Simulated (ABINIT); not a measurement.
A self-consistent single point of LaGe3Os (I4mm, 5 atoms in the cell) with ABINIT

Level of theory: LDA (PW92), PAW (JTH v2.0 LDA PAW) (plane waves; ABINIT 10.0.3).

The input file:

```
# LaGe3Os, JTH v2.0 LDA PAW
pp_dirpath "./"
pseudos "La.LDA_PW-JTH.xml, Ge.LDA_PW-JTH.xml, Os.LDA_PW-JTH.xml"
acell 3*1.0 Angstrom
rprim
        -2.2244550000    2.2244550000    5.0905150000
         2.2244550000   -2.2244550000    5.0905150000
         2.2244550000    2.2244550000   -5.0905150000
natom 5
ntypat 3
znucl 57 32 76
typat 1 2 2 2 3
xred
         0.9983400000    0.9983400000    0.0000000000
         0.4256400000    0.4256400000    0.0000000000
         0.2596600000    0.7596600000    0.5000000000
         0.7596600000    0.2596600000    0.5000000000
         0.6586900000    0.6586900000    0.0000000000
ecut 26
pawecutdg 52
pawovlp -1
pawxcdev 0
occopt 3
tsmear 0.00367493
nband 40
kptopt 1
ngkpt 6 6 6
nshiftk 1
shiftk 0 0 0
nstep 50
toldfe 1.0e-09
prtwf 0
prtden 0
enunit 1
```

The program printed (abridged):

```
 Symmetries : space group I4 m m (#107); Bravais tI (body-center tetrag.)

 -outvars: echo values of preprocessed input variables --------
            acell      1.8897261329E+00  1.8897261329E+00  1.8897261329E+00 Bohr
             ecut      2.60000000E+01 Hartree
           enunit           1
              ixc       -1012
         kptrlatt        6    0    0      0    6    0      0    0    6
          kptrlen      5.04433289E+01
            natom           5
            nband          40
            ngfft          54      54      54
          ngfftdg          75      75      75
             nkpt          30
            nstep          50
             nsym           8
           ntypat           3
           occopt           3
        pawecutdg      5.20000000E+01 Hartree
          pawovlp     -1.0000000000E+00
         pawxcdev           0
            rprim     -2.2244550000E+00  2.2244550000E+00  5.0905150000E+00
                       2.2244550000E+00 -2.2244550000E+00  5.0905150000E+00
                       2.2244550000E+00  2.2244550000E+00 -5.0905150000E+00
          spgroup         107
           toldfe      1.00000000E-09 Hartree
           tsmear      3.67493000E-03 Hartree
            typat      1  2  2  2  3
           useylm           1
             xred      9.9834000000E-01  9.9834000000E-01  0.0000000000E+00
                       4.2564000000E-01  4.2564000000E-01  0.0000000000E+00
                       2.5966000000E-01  7.5966000000E-01  5.0000000000E-01
                       7.5966000000E-01  2.5966000000E-01  5.0000000000E-01
                       6.5869000000E-01  6.5869000000E-01  0.0000000000E+00
            znucl       57.00000   32.00000   76.00000

== DATASET  1 ==================================================================

 Real(R)+Recip(G) space primitive vectors, cartesian coordinates (Bohr,Bohr^-1):
 R(1)= -4.2036107  4.2036107  9.6196792  G(1)=  0.0000000  0.1189454  0.0519768
 R(2)=  4.2036107 -4.2036107  9.6196792  G(2)=  0.1189454  0.0000000  0.0519768
 R(3)=  4.2036107  4.2036107 -9.6196792  G(3)=  0.1189454  0.1189454  0.0000000
 Unit cell volume ucvol=  6.7993214E+02 bohr^3
 Angles (23,13,12)=  1.36355784E+02  1.36355784E+02  6.34307647E+01 degrees

 Coarse grid specifications (used for wave-functions):

 getcut: wavevector=  0.0000  0.0000  0.0000  ngfft=  54  54  54
         ecut(hartree)=     26.000   => boxcut(ratio)=   2.08168

 Fine grid specifications (used for densities):

 getcut: wavevector=  0.0000  0.0000  0.0000  ngfft=  75  75  75
         ecut(hartree)=     52.000   => boxcut(ratio)=   2.01607

   9.37227555E+03                                ecore*ucvol(ha*bohr**3)

_setup2: Arith. and geom. avg. npw (full set) are    4305.245    4305.232

--- !BeginCycle
solver: {iscf: 17, nstep: 50, nline: 4, wfoptalg: 10, }
tolerances: {toldfe: 1.00E-09, }
...

     iter   Etot(hartree)      deltaE(h)  residm     nres2
 ETOT  1  -332.31339855974    -3.323E+02 5.737E+00 2.968E+02
 ETOT  2  -336.49160378111    -4.178E+00 7.847E-01 2.436E+02
 ETOT  3  -335.93717877464     5.544E-01 3.083E-01 7.690E+01
 ETOT  4  -335.88390352953     5.328E-02 1.230E-01 5.321E+01
 ETOT  5  -335.75887974430     1.250E-01 2.975E-02 2.454E+01
 ETOT  6  -335.67084160773     8.804E-02 6.561E-02 3.013E+00
   [... 9 lines left out ...]
 ETOT 16  -335.66523026049     7.719E-09 1.590E-03 3.848E-07
 ETOT 17  -335.66523025845     2.038E-09 3.772E-04 1.735E-08
 ETOT 18  -335.66523026114    -2.689E-09 5.304E-04 8.940E-09
 ETOT 19  -335.66523026127    -1.363E-10 2.364E-04 1.541E-09
 ETOT 20  -335.66523026127     6.821E-13 5.254E-04 6.043E-10

 At SCF step   20, etot is converged :
  for the second time, diff in etot=  6.821E-13 < toldfe=  1.000E-09

 Cartesian components of stress tensor (hartree/bohr^3)
  sigma(1 1)=  1.61087353E-04  sigma(3 2)=  0.00000000E+00
  sigma(2 2)=  1.61087353E-04  sigma(3 1)=  0.00000000E+00
  sigma(3 3)=  1.58554459E-04  sigma(2 1)=  0.00000000E+00

 ----iterations are completed or convergence reached----

 reduced coordinates (array xred) for    5 atoms
       0.998340000000      0.998340000000      0.000000000000
       0.425640000000      0.425640000000      0.000000000000
       0.259660000000      0.759660000000      0.500000000000
       0.759660000000      0.259660000000      0.500000000000
       0.658690000000      0.658690000000      0.000000000000
 cartesian forces (eV/Angstrom) at end:
    1     -0.00000000000000    -0.00000000000000    -0.05985567535443
    2     -0.00000000000000    -0.00000000000000     0.09775923929142
    3      0.00000000000000     0.00000000000000    -0.04927897067281
    4     -0.00000000000000    -0.00000000000000    -0.04927897067281
    5     -0.00000000000000    -0.00000000000000     0.06065437740864
 frms,max,avg= 3.8013470E-02 9.7759239E-02   0.000E+00  0.000E+00  2.977E-04 e/A
 length scales=  1.889726132886  1.889726132886  1.889726132886 bohr
              =  1.000000000000  1.000000000000  1.000000000000 angstroms
 Fermi (or HOMO) energy (eV) =   7.67877   Average Vxc (eV)= -11.15380
 Eigenvalues (   eV  ) for nkpt=  30  k points:
 kpt#   1, nband= 40, wtk=  0.00463, kpt=  0.0000  0.0000  0.0000 (reduced coord)
 -24.87589  -16.80992  -16.77947  -16.77203  -16.77203  -16.77045  -16.67659  -16.66912
 -16.66553  -16.65135  -16.65135  -16.64232  -16.59997  -16.59085  -16.57258  -16.57258
  -8.65668   -8.50428   -8.50428   -4.08681    0.33032    0.47665    3.34876    3.34876
   3.99995    4.97577    5.79819    5.87857    7.00080    7.00080    7.91608    7.91608
   9.36999    9.73231    9.77919    9.80404    9.80404    9.93434   10.04330   10.36689
 prteigrs : prtvol=0 or 1, do not print more k-points.

--- !EnergyTerms
comment             : Components of total free energy in Hartree
kinetic             :  3.63352579944664E+01
hartree             :  6.63337367716147E+01
xc                  : -2.16823371566119E+01
Ewald energy        : -2.06961142049062E+02
psp_core            :  1.37841337939985E+01
local_psp           : -2.19264037053300E+02
spherical_terms     : -4.20876793454228E+00
internal            : -3.35663155633436E+02
'-kT*entropy'       : -2.07888839259976E-03
total_energy        : -3.35665234521829E+02
total_energy_eV     : -9.13391554503041E+03
...

-Cartesian components of stress tensor (GPa)         [Pressure= -4.7145E+00 GPa]
- sigma(1 1)=  4.73935274E+00  sigma(3 2)=  0.00000000E+00
- sigma(2 2)=  4.73935274E+00  sigma(3 1)=  0.00000000E+00
- sigma(3 3)=  4.66483244E+00  sigma(2 1)=  0.00000000E+00

 Calculation completed.
```

The run converged in 20 iterations.

The starting cell comes from a database of computed structures (which also holds hypothetical and non-ambient phases and stackings), without a prior relaxation at this level. Spin polarisation is off. With a pressure of about -5 GPa the cell is away from its equilibrium volume at this level.

Cost on one core of a shared machine: roughly 10 min.
